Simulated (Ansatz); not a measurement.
The starting structures come from a database of crystals and need not be the phases stable at ambient conditions.

 Where the default PAW files enter, the runs use the earlier of Ansatz's two default sets.

Inside the gap of an insulator the Bloch states are evanescent, with a wavenumber k + iκ along the transport direction.

Here is the system:

```yaml
crystal:
  lattice:
    - [4.52097, 0.00000, 0.00000]
    - [0.00000, 4.52097, 0.00000]
    - [0.00000, 0.00000, 4.52097]
  atoms:
    - { symbol: Rb, position: [0.00000, 0.00000, 0.00000] }
    - { symbol: Ca, position: [0.50000, 0.50000, 0.50000] }
    - { symbol: H, position: [0.50000, 0.00000, 0.50000] }
    - { symbol: H, position: [0.00000, 0.50000, 0.50000] }
    - { symbol: H, position: [0.50000, 0.50000, 0.00000] }
```

Space group of this cell: Pm-3m, cubic perovskite. The cell is taken as given.

Transport runs along the normal of the first two printed cell vectors, the (001) plane of the conventional cell.

No gap correction and no spin-orbit coupling; mid-gap values are interpolated between computed energies.

Question: Give the band gap and the smallest decay constant κ at mid-gap that r2SCAN (Ansatz, a quantum-chemistry and plane-wave program) yields.

Answer: Gap 3.77 eV on a 8×8×8 mesh; κ = 0.378 1/Å, at (0.500, 0.000) of the in-plane reciprocal vectors. At the zone centre, at the nearest computed energy, the slowest state has κ = 0.48 1/Å.
